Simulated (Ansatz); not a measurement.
The parent structure is SrTe in the rock salt structure (space group Fm-3m, No. 225; a = 6.607 Å). Axes: x, y, z lie along the cube axes.

Level of theory: Ansatz (a program for electronic structure) PBEsol, no spin-orbit coupling.

Strains are applied to the cell and any free atomic positions relax; under biaxial strain the out-of-plane vector relaxes too.

One change was made to it. Results:

| quantity | base | after |
|---|---|---|
| pressure (mean of the normal stresses, compression positive) | 0.00 GPa | 0.49 GPa |
| band gap | 1.57 eV | 1.49 eV |
| energy relative to the base (free energy F) | 0 meV/atom | +2.1 meV/atom |

Which of these changes matches the shifts?
(A) biaxial strain −1.67 %, plane normal [111], relaxed out of plane
(B) biaxial strain +1.67 %, plane normal [111], relaxed out of plane
(C) biaxial strain −1.25 %, plane normal [111], relaxed out of plane
(D) biaxial strain +2.08 %, plane normal [111], relaxed out of plane

C, biaxial strain −1.25 %, plane normal [111], relaxed out of plane. For comparison, the energy relative to the base in the other runs: biaxial strain +2.08 %, plane normal [111], relaxed out of plane gives +5.4 meV/atom; biaxial strain −1.67 %, plane normal [111], relaxed out of plane gives +3.7 meV/atom; biaxial strain +1.67 %, plane normal [111], relaxed out of plane gives +3.5 meV/atom.

Spin-orbit coupling, missing from the scalar runs, can matter with Te. Whether these cells are dynamically stable was not tested.
